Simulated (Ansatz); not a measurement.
Base system: AlN in the zinc blende structure (space group F-43m, No. 216; a = 4.378 Å). Axes: x, y, z lie along the cube axes.

Calculations: Ansatz (a first-principles code) PBEsol, no spin-orbit coupling.

Base values:

```
Quantity               Value
-------------------  -------
Smallest direct gap  4.06 eV
Band gap             3.19 eV
```

One thing is altered: tensile biaxial strain of 0.50 % in the plane normal to [001], as in epitaxy on a mismatched substrate; the out-of-plane cell vector and the atoms relax.

Problem. Predict the new smallest direct gap, band gap, hole mass and energy relative to the base.

Solution. The smallest direct gap shrinks by 0.07 eV to 3.99 eV; the band gap falls by 0.06 eV, from 3.19 eV to 3.13 eV; the hole mass is 0.31 mₑ out of plane, 1.4 mₑ in plane (at Γ); the energy increases by 0.4 meV/atom.

Masses are band curvatures over ±0.01 Å⁻¹ around the edge. Stability against distortions was not tested. This is not the structure that AlN has at room temperature and ambient pressure.
